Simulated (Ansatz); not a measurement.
A user runs Ansatz (a first-principles code) on Rb2YInF6 (Fm-3m, 10 atoms in the cell) and asks whether the run is sound. The aim is a self-consistent single point with DFT, LDA (PW92), plane waves, default PAW files made with PBE.

This input was run:

Ansatz 0.2 input:
```yaml
# Rb2YInF6
crystal:
  lattice:
    - [0.00000000, 4.55652900, 4.55652900]
    - [4.55652900, 0.00000000, 4.55652900]
    - [4.55652900, 4.55652900, 0.00000000]
  atoms:
    - { symbol: Rb, position: [0.25000000, 0.25000000, 0.25000000] }
    - { symbol: Rb, position: [0.75000000, 0.75000000, 0.75000000] }
    - { symbol: In, position: [0.50000000, 0.50000000, 0.50000000] }
    - { symbol: Y, position: [0.00000000, 0.00000000, 0.00000000] }
    - { symbol: F, position: [0.74910000, 0.25090000, 0.25090000] }
    - { symbol: F, position: [0.25090000, 0.74910000, 0.74910000] }
    - { symbol: F, position: [0.25090000, 0.74910000, 0.25090000] }
    - { symbol: F, position: [0.74910000, 0.25090000, 0.74910000] }
    - { symbol: F, position: [0.25090000, 0.25090000, 0.74910000] }
    - { symbol: F, position: [0.74910000, 0.74910000, 0.25090000] }
basis:
  ecutwfc: 15.4 Ry
kpoints:
  mp_grid:
    grid: [4, 4, 4]
hamiltonian:
  xc: lda
  pseudopotentials:
    kind: paw
scf:
  occupations:
    method: cold
    width: 0.0037 Ry
output:
  forces: true
  eigenvalues: true
  stress: true
```

Output (repeated stretches shortened):

```
WARN basis.ecutwfc = 209.5276740941076 eV is below the records' recommended cutoff, and the density's cutoff is lower with it unless basis.ecutrho_ratio is …
   [... lines left out ...]
Symmetry: 48 space group operations
Space group: Fm-3m (ITA 225), of the structure as read, at distance tolerance 5.7e-5 Å
k-points: 8 of 64
PAW frozen core: Rb, regenerated for the run's functional, and the local potential with it
PAW frozen core: In, regenerated for the run's functional, and the local potential with it
PAW frozen core: Y, regenerated for the run's functional, and the local potential with it
PAW frozen core: F, regenerated for the run's functional, and the local potential with it
Initial density: superposition of atomic densities (neutral atoms: chi_scale 0, normalization atom), corrected by the library's trained network
Initial wavefunctions: pseudopotential atomic-orbital guess
Eigensolver: davidson
Functional: x = slater, c = lda
SCF iter   1: F=—  HF=-20269.304853 eV  |F-HF|=—  |Δ(HF+E_count)|=         —  Δρ=1.66e-1  dr2=2.09e1  ethr=1.77e-3  ⟨swp⟩=7.0  Hψ=1582  notcnv=0
all-band conjugate gradients solve this SCF's bands
preconditioner: auto → Resta (q_TF=auto, 2.383 Å⁻¹)
SCF iter   2: F=—  HF=-20262.083483 eV  |F-HF|=—  |Δ(HF+E_count)|=    7.22e0  S|Δr|=    0.00e0  Δρ=3.78e-2  dr2=1.28e0  ethr=1.77e-3  ⟨swp⟩=3.1  Hψ=1029  notcnv=0  defer=30
   [... lines left out ...]
SCF iter   6: F=—  HF=-20261.643846 eV  |F-HF|=—  |Δ(HF+E_count)|=   2.36e-5  S|Δr|=    0.00e0  Δρ=3.65e-5  dr2=2.86e-6  ethr=6.65e-8  ⟨swp⟩=2.0  Hψ=752  notcnv=0  defer=35
SCF iter   7: F=—  HF=-20261.643847 eV  |F-HF|=—  |Δ(HF+E_count)|=   3.16e-7  S|Δr|=    0.00e0  Δρ=1.23e-5  dr2=2.38e-7  ethr=3.41e-9  ⟨swp⟩=2.0  Hψ=533  notcnv=0  defer=35
SCF iter   8: F=-20261.643847 eV  HF=-20261.643847 eV  |F-HF|=1.24e-9  |Δ(HF+E_count)|=   8.35e-9  S|Δr|=    0.00e0  Δρ=1.65e-6  dr2=7.10e-9  ethr=1.19e-10  ⟨swp⟩=11.1  Hψ=1650  notcnv=0
SCF 1 converged in 8 iterations: F = -20261.643847 eV  dr2 = 7.10e-9
Stability not checked (fill_not_monotonic)
Free energy (F): -20261.643847 eV
Internal energy: -20261.643847 eV  (E = F + TS)
E sigma→0 (E₀):  -20261.643847 eV
Fermi energy:    8.040178 eV
--- Forces (eV/Å), atoms counted from 1 ---
  atom   1  Rb     0.00000000     0.00000000    -0.00000000
  atom   2  Rb     0.00000000     0.00000000     0.00000000
  atom   3  In     0.00000000    -0.00000000     0.00000000
  atom   4  Y     -0.00000000     0.00000000     0.00000000
   [... lines left out ...]
  atom  10  F      0.00000000     0.00000000     2.48619050
--- Stress (GPa, compression-positive) ---
       -7.659417       0.000000      -0.000000
        0.000000      -7.659417      -0.000000
       -0.000000      -0.000000      -7.659417
  P = ⅓ Tr σ = -7.6594 GPa (-76.594 kbar)
  The stress holds the Pulay correction. Without it, at fixed plane waves, as pw.x and ABINIT print it: P = -183.6990 GPa
```

Q: Is anything amiss in this input, and did it matter?

A: The run is not sound. The fault is a basis or grid far too coarse for these potentials. Far below the cutoff that the potentials were made for, the basis cannot represent the orbitals near the nuclei, and energies, forces and above all the stress go wrong. To fix it, restore the cutoff that the potentials need and check convergence. The run converged in 8 iterations without an error; against the sound input the free energy rises by 5.71 eV/atom, the pressure goes from -1.17 to -7.66 GPa, the largest force moves little (2.483 to 2.486 eV/Å) and the gap on the mesh goes from 1.802 to 1.909 eV. At a fixed set of plane waves, without the program's Pulay estimate, the pressure is -183.70 GPa against -1.72 GPa.

The sound input it was made from differs as follows (other fixes are possible):
```diff
-  ecutwfc: 15.4 Ry
+  ecutwfc: 30.9 Ry
```

With that input, the run converged in 7 iterations: free energy E − TS (on the zero of these files) -20318.7174 eV; top of the valence band (on the code's own zero) 7.27 eV; gap on the k-point mesh 1.80 eV; pressure -1.17 GPa; largest force (vector length) 2.483 eV/Å (DFT, LDA (PW92), plane waves, default PAW files made with PBE).

On the sound input: the starting cell was generated: these elements placed on a structure prototype, without a prior relaxation; it need not be a known phase or ordering of this composition. Its lattice was rescaled by a random factor within 2.5 % of one. Forces in this geometry exceed 1 eV/Å. Ansatz's pressure includes its estimate of the finite-basis (Pulay) stress. Without the estimate this run gives -1.72 GPa.
